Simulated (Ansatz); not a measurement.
# WSe2, response to strain

Start from WSe2 (space group P6_3/mmc, No. 194; a = 3.2790 Å, c = 12.7862 Å; layered, stacked along the Cartesian z axis). Axes: x lies along a and z along c of the hexagonal cell.

Strains are applied to the cell and any free atomic positions relax.

Method: Ansatz (a program for electronic structure), PBE-D3(BJ), PAW, cutoff 420 eV, scalar-relativistic without spin-orbit coupling.

Notes on the quantities. energy relative to the base: free energy F.

| uniaxial strain ε_zz (%) | energy relative to the base (meV/atom) |
|---|---|
| 0 | 0.0 |
| 0.6 | 0.1 |
| 1.2 | 0.6 |
| 1.8 | 1.2 |
| 2.4 | ? |
| 3 | 3.1 |

**Question.** Fit ΔE = Aε² + Bε³ (ε in %) to the rows shown and predict the withheld row.

**Answer.** Least squares on the printed values gives A = 0.421 and B = -0.026 meV/atom (largest residual 0.0 meV/atom); this predicts 2.1 meV/atom, and the run gives 2.1 meV/atom, in agreement.

Whether these cells are dynamically stable was not tested.
